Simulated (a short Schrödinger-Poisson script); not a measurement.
**Gated In0.52Al0.48As/In0.53Ga0.47As δ-doped gas in a quantum well**

System: gated In0.52Al0.48As/In0.53Ga0.47As δ-doped gas in a quantum well, at 300 K.

```csv
layer,material,thickness (nm),Na (cm⁻³)
1,In0.52Al0.48As,15,-
2,In0.52Al0.48As,10,-
3,In0.53Ga0.47As,6,-
4,In0.52Al0.48As,4000,1e15
```

The device is made up for the run: typed textbook-type constants, with dimensions and the other settings drawn at random. In0.52Al0.48As: permittivity 12.5, conduction-band edge (eV) 0.52, gap (eV) 1.45, electron mass (mₑ) 0.075, Nv at 300 K (cm⁻³) 1.1e19. In0.53Ga0.47As: permittivity 13.9, conduction-band edge (eV) 0, gap (eV) 0.74, Nv at 300 K (cm⁻³) 7.7e18.

Channel valleys (confinement mass, in-plane density-of-states mass, number): Γ 0.041, 0.041, 1. At the gate the conduction-band edge of layer 1 lies 0.65 eV − eVg above the Fermi level of the channel; the field vanishes at the back. Sheet of ionised δ-doping: +3.1e12 e/cm² at 15 nm from the gate. The barrier under the gate holds no holes. Gaps are held at their typed values at every temperature. Mesh 0.08 nm at interfaces.

From a short Schrödinger-Poisson script (our own, NumPy): 1D Poisson equation in equilibrium, electrons quantum, Hartree (BenDaniel-Duke, 40 states a valley, the channel's in-plane mass for all, wave functions free to enter the barrier), parabolic valleys, classical holes, full ionisation, no traps, pinning or gate leakage.

| Vg (V) | electrons (cm⁻²) | in the channel layer | C (μF/cm²) | Γ E0 (meV) | Γ E1 (meV) |
|---|---|---|---|---|---|
| 0.4 | 1.83e12 | 1.65e12 | 0.433 | -103.5 | 58.5 |
| 0.35 | 1.70e12 | 1.56e12 | 0.392 | -97.6 | 82.6 |
| 0.3 | 1.58e12 | 1.46e12 | 0.373 | -91.1 | 107.7 |
| 0.25 | 1.47e12 | 1.36e12 | 0.365 | -84.5 | 133.1 |
| 0.2 | 1.35e12 | 1.26e12 | 0.361 | -77.7 | 158.3 |
| 0.15 | 1.24e12 | 1.15e12 | 0.360 | -70.8 | 183.3 |
| 0.1 | 1.13e12 | 1.05e12 | 0.358 | -63.9 | 207.5 |
| 0.05 | 1.02e12 | 9.48e11 | 0.356 | -56.8 | 228.3 |
| 0 | 9.08e11 | 8.46e11 | 0.354 | -49.5 | 239.8 |
| -0.05 | 7.98e11 | 7.44e11 | 0.352 | -42.0 | 248.8 |
| -0.1 | 6.90e11 | 6.43e11 | 0.349 | -34.1 | 257.6 |
| -0.15 | 5.82e11 | 5.43e11 | 0.344 | -25.9 | 266.8 |
| -0.2 | 4.76e11 | 4.44e11 | 0.338 | -17.0 | 276.4 |
| -0.25 | 3.73e11 | 3.48e11 | 0.328 | -7.2 | 287.0 |
| -0.3 | 2.73e11 | 2.55e11 | 0.313 | 4.1 | 298.9 |
| -0.35 | 1.80e11 | 1.68e11 | 0.286 | 17.8 | 313.2 |
| -0.4 | 9.90e10 | 9.25e10 | 0.238 | 35.8 | 331.7 |
| -0.45 | 3.89e10 | 3.63e10 | 0.153 | 61.8 | 358.1 |

Subbands count from the Fermi level.
